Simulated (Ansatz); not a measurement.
Defect: interstitial Cu in monoclinic ZrO2 with all lengths changed by +1 %, charge state +1. Computed with PBE, PAW (plane waves to 420 eV; Ansatz, a first-principles code).

96-site cell at the strained lattice (strain from the relaxed PBE one, atoms relaxed), the Γ point alone, smearing 0.01 eV, spin-restricted, no finite-size correction. Energies are static. The charge state is imposed; whether it is stable for some Fermi level was not computed. Sites that were not tried may lie lower.

The step: a direct jump of one Cu atom; the atom moves 3.32 Å along (0.00, 0.36, 0.50) of the unit cell; the moving atom starts with neighbours O at 1.92, 2 O at 1.99, O at 2.33 Å and ends with O at 1.92, 2 O at 1.99, O at 2.33 Å. On the band's own sampling the forward barrier is 1.31 eV. Harmonic modes of the moving Cu atom alone, all others held, come from finite differences of 0.015 Å. The saddle point's order was not checked.

Give the atom's modes at both geometries.

start 3.7, 6.1, 7.8 THz; saddle point 1.0i, 8.2 and 9.4 THz.

What attempt frequency and zero-point change of the barrier follow from these modes alone, and what classical rate at 1000 K?

ν = (3.7 × 6.1 × 7.8) / (8.2 × 9.4) ≈ 2.2 THz. The zero-point energy changes the barrier by h/2 × (17.7 − 17.5) THz = 0.000 eV. The classical rate is ν exp(−1.31/0.0862) ≈ 600000 s⁻¹. One atom's modes give a rough prefactor, not that of the whole cell.
